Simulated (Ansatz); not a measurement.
Take Cu₃N (space group Pm-3m, No. 221; a = 3.721 Å) as the base. Axes: x, y, z lie along the cube axes.

Calculations: plane-wave PAW DFT at the LDA level (Ansatz, a quantum-chemistry and plane-wave program, 420 eV), spin-orbit coupling left out.

Base values:

| Item | Value |
|---|---|
| Volume per atom | 12.88 Å³ |
| Pressure | 0.0 GPa |
| Band gap | zero |

The change: tensile biaxial strain of 1.50 % in the plane normal to [111], as in epitaxy on a mismatched substrate; the out-of-plane cell vector and the atoms relax.

Problem. What happens to the volume per atom?

Solution. The volume per atom goes up by 0.08 Å³, from 12.88 Å³ to 12.96 Å³.

Problem. What happens to the energy relative to the base?

Solution. The energy grows by 1.8 meV/atom.

Problem. Predict the new pressure.

Solution. The pressure (mean of the normal stresses, compression positive) goes from zero to -1.0 GPa.

Problem. What does the calculation give for the band gap after the change?

Solution. The band gap stays zero.

No phonon test of stability was made. All final runs are without spin polarisation. A zero or small gap of Cu3N can be the functional's error rather than a property of the material.
